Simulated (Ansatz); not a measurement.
Ansatz (a quantum-chemistry and plane-wave program) run on Sr2Mg (I4mm, 3 atoms in the cell): self-consistent single point.

Method: PBEsol, default PAW files made with PBE (plane waves; Ansatz).

```
CELL_PARAMETERS angstrom
     -2.12880     2.12880     7.28373
      2.12880    -2.12880     7.28373
      2.12880     2.12880    -7.28373
ATOMIC_POSITIONS crystal
  Sr 0.36146 0.36146 0.00000
  Sr 0.64197 0.64197 0.00000
  Mg 0.00000 0.00000 0.00000
```

Reference input (self-consistent single point, DFT, PBEsol, plane waves, default PAW files made with PBE): basis.ecutwfc = 420 eV; kpoints.mp_grid.grid = 9 9 9; hamiltonian.xc = pbesol; hamiltonian.pseudopotentials = {kind: paw} (the program's default PAW files); scf.occupations.method = gaussian; scf.occupations.width = 0.1 eV. This run's input differs from it in these lines:

Ansatz 0.2 input:
```diff
@@ -13,3 +13,3 @@
 kpoints:
-  mp_grid: { grid: [9, 9, 9] }
+  mp_grid: { grid: [12, 12, 12] }
 hamiltonian:
```

Output, abridged:

```
SCF iter   1: F=—  HF=-8896.563248 eV  |F-HF|=—  |Δ(HF+E_count)|=         —  Δρ=1.51e-3  dr2=3.36e-3  ethr=1.77e-3  ⟨swp⟩=8.5  Hψ=18837  notcnv=0
all-band conjugate gradients solve this SCF's bands
preconditioner: auto → Kerker (q_TF=auto, 2.131 Å⁻¹)
SCF iter   2: F=—  HF=-8896.563198 eV  |F-HF|=—  |Δ(HF+E_count)|=   5.06e-5  Δρ=7.56e-4  dr2=1.32e-3  ethr=1.12e-5  ⟨swp⟩=2.9  Hψ=7461  notcnv=0
SCF iter   3: F=—  HF=-8896.562985 eV  |F-HF|=—  |Δ(HF+E_count)|=   2.13e-4  Δρ=2.46e-4  dr2=1.17e-4  ethr=4.41e-6  ⟨swp⟩=2.2  Hψ=5427  notcnv=0
SCF iter   4: F=—  HF=-8896.562954 eV  |F-HF|=—  |Δ(HF+E_count)|=   3.04e-5  Δρ=8.52e-5  dr2=9.79e-6  ethr=3.89e-7  ⟨swp⟩=2.0  Hψ=5146  notcnv=0
SCF iter   5: F=—  HF=-8896.562927 eV  |F-HF|=—  |Δ(HF+E_count)|=   2.71e-5  Δρ=2.00e-5  dr2=5.68e-7  ethr=3.26e-8  ⟨swp⟩=2.0  Hψ=5554  notcnv=0
SCF iter   6: F=-8896.562927 eV  HF=-8896.562927 eV  |F-HF|=3.67e-9  |Δ(HF+E_count)|=   2.02e-7  Δρ=3.97e-6  dr2=3.24e-8  ethr=3.33e-10  ⟨swp⟩=7.4  Hψ=17175  notcnv=0
SCF 1 converged in 6 iterations: F = -8896.562927 eV  dr2 = 3.24e-8
Free energy (F): -8896.562927 eV
Internal energy: -8896.546300 eV  (E = F + TS)
E sigma→0 (E₀):  -8896.554614 eV
Entropy (-TS):   -0.016627 eV (-5.542 meV/atom)
Fermi energy:    4.945549 eV
--- Forces (eV/Å), atoms counted from 1 ---
  atom   1  Sr    -0.00000000     0.00000000    -0.07720830
  atom   2  Sr     0.00000000     0.00000000     0.04095373
  atom   3  Mg    -0.00000000    -0.00000000     0.03625387
--- Stress (GPa, compression-positive) ---
       -1.113693      -0.000000      -0.000000
       -0.000000      -1.113693      -0.000000
       -0.000000       0.000000      -0.957477
  P = ⅓ Tr σ = -1.0616 GPa (-10.616 kbar)
  The stress holds the Pulay correction. Without it, at fixed plane waves, as pw.x and ABINIT print it: P = -1.0639 GPa
```

The run converged in 6 iterations. Against the reference run the free energy goes up by 1.5 meV/atom, the pressure hardly changes (-1.07 to -1.06 GPa) and the largest force goes from 0.083 to 0.077 eV/Å.

The starting cell comes from a database of computed structures (which also holds hypothetical and non-ambient phases and stackings), without a prior relaxation at this level. Its lattice was rescaled by up to half a per cent. One atom was moved a little off its site on purpose. Ansatz's pressure includes its estimate of the finite-basis (Pulay) stress.

Cost on one core of a shared machine: roughly 30 s.
